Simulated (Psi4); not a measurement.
Psi4 1.11, PBE0/def2-svp: [NH2+]=C=O, charge +1, multiplicity 1, 5 atoms. The geometry is a generated start, not checked to be a minimum at this level.

```
Item                                  Value
--------------------------  ---------------
task                                 energy
method                                 pbe0
basis                              def2-svp
memory                                 3 GB
maxiter                                 100
keys of the molecule block      symmetry c1
scf_type                       df (default)
e_convergence               1e-06 (default)
d_convergence               1e-06 (default)
dft_radial_points              75 (default)
dft_spherical_points          302 (default)
basis functions                          52
grid points                          108206
```

```xyz
5

N     -0.5059     0.0050    -0.0190
C      0.7422    -0.0129     0.0298
O      1.8606    -0.0282     0.0727
H     -1.0294     0.8857    -0.0146
H     -1.0674    -0.8496    -0.0688
```

Charge 1 and multiplicity 1 are set for this test and not shown to be the ground state.

With the defaults (diis = true, scf_initial_accelerator = adiis, damping_percentage = 0, guess = auto, which took SAD, diis_start = 1, level_shift = 0, level_shift_cutoff = 0.01, diis_max_vecs = 10) it converges in 8 SCF iterations. One run each on 2 threads, with these changes:
- guess = sadno
- guess = sap
- level_shift = 0.1, level_shift_cutoff = 0.001
- diis = false, scf_initial_accelerator = none, damping_percentage = 60
- guess = huckel
- guess = gwh
- diis_start = 4
- damping_percentage = 20
- diis_max_vecs = 20

**Question.** Name the settings that don't reach the solution of the defaults.

**Answer.** No convergence: diis = false, scf_initial_accelerator = none, damping_percentage = 60 (the run ends without SCF convergence in 100 iterations). The rest reach the solution of the defaults.

```json
[
 {"setting": "level_shift = 0.1, level_shift_cutoff = 0.001", "SCF iterations": "7", "end": "same solution"},
 {"setting": "the defaults", "SCF iterations": "8", "end": "same solution"},
 {"setting": "guess = sap", "SCF iterations": "8", "end": "same solution"},
 {"setting": "diis_max_vecs = 20", "SCF iterations": "8", "end": "same solution"},
 {"setting": "guess = gwh", "SCF iterations": "10", "end": "same solution"},
 {"setting": "guess = huckel", "SCF iterations": "10", "end": "same solution"},
 {"setting": "guess = sadno", "SCF iterations": "10", "end": "same solution"},
 {"setting": "diis_start = 4", "SCF iterations": "13", "end": "same solution"},
 {"setting": "damping_percentage = 20", "SCF iterations": "17", "end": "same solution"},
 {"setting": "diis = false, scf_initial_accelerator = none, damping_percentage = 60", "SCF iterations": "100", "end": "no convergence"}
]
```
